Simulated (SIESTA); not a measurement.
Worked example: self-consistent single point of CdIn (P1, 2 atoms in the cell) in SIESTA.

Computed with GGA PBEsol with spin-orbit coupling, numerical atomic orbitals DZP, PseudoDojo PBEsol fully relativistic norm-conserving potentials (rewritten from UPF to PSML) (SIESTA).

```
CELL_PARAMETERS angstrom
      3.14011     0.00000     0.00000
     -1.57005     2.71942     0.00000
      0.00000     0.00000     5.77185
ATOMIC_POSITIONS crystal
  Cd 0.01603 0.01812 0.49114
  In 0.65064 0.31521 0.00886
```

Reference input (self-consistent single point, DFT, GGA PBEsol, numerical atomic orbitals DZP, PseudoDojo PBEsol standard norm-conserving potentials (rewritten from UPF to PSML)): XC.functional = GGA; XC.authors = PBEsol; potentials = PseudoDojo PBEsol standard; PAO.BasisSize = DZP; PAO.EnergyShift = 0.01 Ry; MeshCutoff = 350 Ry; kgrid.MonkhorstPack = 8 8 4; OccupationFunction = FD; ElectronicTemperature = 0.05 eV; MaxSCFIterations = 150; SCF.Mixer.Method = Pulay; SCF.Mixer.Weight = 0.2. This run's input differs from it in these lines:

```diff
@@ -1,2 +1,2 @@
-# files in the folder: Cd.psml In.psml (PseudoDojo PBEsol standard)
+# files in the folder: Cd.psml In.psml (PseudoDojo PBEsol fully relativistic)
 SystemName  CdIn
@@ -34,2 +34,7 @@
 ElectronicTemperature        0.05 eV
+Spin                         spin-orbit
+%block DM.InitSpin
+  1 0.00 0.00 0.00
+  2 0.00 0.00 0.00
+%endblock DM.InitSpin
```

The program printed (abridged):

```
        iscf     Eharris(eV)        E_KS(eV)     FreeEng(eV)     dDmax    Ef(eV) dHmax(eV)
   scf:    1    -6544.647702    -6554.149169    -6554.157986  0.688929 -2.208963 14.178485
     spin moment: {S} , |S| = {   -0.00000    0.00000   -0.00000 }     0.00000
   scf:    2    -6559.194268    -6557.137343    -6557.146073  0.136375 -2.360760  5.465816
     spin moment: {S} , |S| = {   -0.00000    0.00000    0.00000 }     0.00000
   scf:    3    -6558.019051    -6557.661505    -6557.670658  0.084212 -2.525862  1.585551
     spin moment: {S} , |S| = {    0.00000   -0.00000    0.00000 }     0.00000
   [... lines left out ...]
     spin moment: {S} , |S| = {   -0.00000    0.00000    0.00000 }     0.00000
   scf:    8    -6557.734245    -6557.737158    -6557.744847  0.005516 -2.654808  0.170569
     spin moment: {S} , |S| = {   -0.00000   -0.00000   -0.00000 }     0.00000
   scf:    9    -6557.738442    -6557.737601    -6557.745353  0.002363 -2.660902  0.000118
     spin moment: {S} , |S| = {    0.00000   -0.00000    0.00000 }     0.00000
   scf:   10    -6557.737601    -6557.737601    -6557.745353  0.000005 -2.660913  0.000088
     spin moment: {S} , |S| = {    0.00000    0.00000   -0.00000 }     0.00000
SCF Convergence by DM+H criterion
max |DM_out - DM_in|         :     0.0000046415
max |H_out - H_in|      (eV) :     0.0000879556
SCF cycle converged after 10 iterations

Using DM_out to compute the final energy and forces

siesta: E_KS(eV) =            -6557.7376

siesta: E_KS - E_eggbox =     -6557.7376

siesta: Atomic forces (eV/Ang):
     1   -0.000335    0.012160    0.139413
     2   -0.003145   -0.011651   -0.140282
   Tot   -0.003480    0.000509   -0.000869
   Max    0.140282
   Res    0.081044    sqrt( Sum f_i^2 / 3N )
   Max    0.140282    constrained

Stress tensor Voigt[x,y,z,yz,xz,xy] (kbar):       33.74       33.04       33.62        0.26        0.25        0.57
(Free)E + p*V (eV/cell)    -6558.7749
Target enthalpy (eV/cell)    -6557.7454

siesta: Program's energy decomposition (eV):
siesta: Enl(+so)=      -286.113111
   [... lines left out ...]
siesta: FreeEng =     -6557.745353
   [... lines left out ...]
siesta:     0.021059    0.000355    0.000155
siesta:     0.000355    0.020622    0.000163
siesta:     0.000155    0.000163    0.020984

siesta: Cell volume =         49.287341 Ang**3

siesta: Pressure (static):
siesta:                Solid            Molecule  Units
siesta:          -0.00022750         -0.00025531  Ry/Bohr**3
siesta:          -0.02088828         -0.02344150  eV/Ang**3
siesta:         -33.46671334        -37.55742478  kBar
```

The run converged in 10 iterations. Against the reference run the pressure goes from -2.85 to -3.35 GPa and the largest force hardly changes (0.137 to 0.141 eV/Å). The full log also holds: “initDM: WARNING: atom 1 has a closed-shell and cannot be polarized”.

The starting cell comes from a database of computed structures (which also holds hypothetical and non-ambient phases and stackings), without a prior relaxation at this level. Its atoms were displaced at random from the sites of space group no. 187. Values carry the incompleteness of an atom-centred basis. With a pressure of about -3 GPa the cell is away from its equilibrium volume at this level.

Cost on one core of a shared machine: roughly 2 min.
